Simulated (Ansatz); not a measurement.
Start from CdS in the wurtzite structure (space group P6_3mc, No. 186; a = 4.074 Å, c = 6.637 Å).

Method: LDA (Ansatz, an electronic-structure program; PAW; 420 eV plane waves; without spin-orbit coupling).

For the base:

The gap character is direct at Γ and the valence-band top at Γ comes out as 0.00, 0.00, -0.06 eV. The width of the top valence band comes out as 1.87 eV.

One thing is altered: an isotropic linear strain of +1.20 %; the atoms relax in the strained cell.

Problem. What does the calculation give for the mean gap deformation potential ΔEg/Δln V, gap character, valence-band top at Γ and width of the top valence band after the change?

Solution. The mean gap deformation potential ΔEg/Δln V comes out as -2.3 eV; the gap character remains direct at Γ; the valence-band top at Γ (three highest levels, from the VBM) becomes 0.00, 0.00, -0.05 eV (base: 0.00, 0.00, -0.06 eV); the width of the top valence band falls by 0.11 eV (1.87 eV → 1.76 eV).

Stability against distortions was not tested.
